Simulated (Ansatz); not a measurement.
The structure below was relaxed with Kohn–Sham DFT with the PBEsol functional, run in Ansatz (a program for electronic structure) with PAW and 420 eV plane waves, no SOC, at pressure −2 GPa.

```
LiF
1.0
    0.00000     2.02362     2.02362
    2.02362     0.00000     2.02362
    2.02362     2.02362     0.00000
Li F
1 1
Cartesian
  0.00000   0.00000   0.00000
  2.02362   2.02362   2.02362
```

Question: Find the space group and the Wyckoff positions.

Answer: Space group Fm-3m (No. 225); a = b = c = 4.0472 Å, α = β = γ = 90.00°

```csv
atom,site,symmetry,x,y,z
Li,4a,m-3m,0.0000,0.0000,0.0000
F,4b,m-3m,0.5000,0.5000,0.5000
```

Load acts through the strain it causes; cell and atoms are relaxed under it. Stability against distortions was not tested. The cell was made from LiF in the rock salt structure (space group Fm-3m, No. 225) by this change: pressure −2 GPa.
